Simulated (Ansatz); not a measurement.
## A computed series for Ta: pressure series

Consider Ta in the bcc (W type) structure (space group Im-3m, No. 229; a = 3.254 Å).

Cell and atoms are relaxed at each pressure.

All numbers come from LDA in Ansatz (plane waves to 420 eV, PAW, scalar-relativistic without spin-orbit coupling).

```tsv
P (GPa)	V (Å³/atom)
-2.01	17.391
-1.01	17.309
0.89	17.159
2.10	17.067
4.50	16.890
9.00	16.579
14.99	16.201
22.48	15.776
30.01	15.394
```

A third-order Birch–Murnaghan fit to these points gives V₀ = 17.23 Å³/atom, B₀ = 219 GPa and B₀′ = 3.5. At pressure 30 GPa the volume is 89.4 % of V₀.

Measured bulk modulus of Ta: 198 GPa (static lattice; corrected from measurement; as listed in H. Levämäki et al., Physical Review B (2014)); the computed value is 11 % above it.

Load acts through the strain it causes; cell and atoms are relaxed under it. Stability against distortions was not tested. No other phases were tried under pressure. The final runs are not spin-polarised.

Ansatz is an electronic-structure program.
